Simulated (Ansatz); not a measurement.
Adsorption energy and surface dipole of O on the 1x1 (0001) surface of hcp Co, ferromagnetic, one in a 1x1 cell, started at the site 'bridge Co-Co (span 2.5 Å)', worked from the runs' numbers; total energies count from the potentials' own zero.

These are PBE (plane waves to 420 eV, PAW; Ansatz, a program for electronic structure) values and carry that method's errors.

Set-up: 5 atoms, 6.0 Å thick at the start under the adsorbate (thin: gaps and levels are the slab's own); mesh 14x14x1; 0.1 eV smearing; dipole correction on; 2 atoms held, the rest relaxed; held to the start's symmetry, so lower structures may exist; spin-polarised, no spin-orbit, no U, no dispersion correction. At the end it is bonded to 3 Co. In PBE it is, or lies within 0.03 eV of, the lowest of the starts that converged.

| quantity | value |
|---|---|
| slab with the adsorbate | -21069.751 eV |
| clean slab, same cell and mesh | -20503.174 eV |
| reference, ½ O2(g) | -564.968 eV |
| area of the cell | 5.38 Å² |
| change of the step from the bottom to the top vacuum level | 1.672 eV |

Question: What is the adsorption energy against this reference?

Answer: E(slab + adsorbate) − E(slab) − E(reference) = -1.61 eV, so in this state the adsorbate is more stable than in the reference, at a coverage of 18.58 a nm².

Question: What dipole does adsorption add to the slab along the outward normal (Helmholtz relation, ε₀ = 0.005526 e/(V·Å))?

Answer: p = −ε₀·A·ΔV = -0.050 e·Å = -0.24 D; its negative end points to the vacuum, which raises the vacuum level.
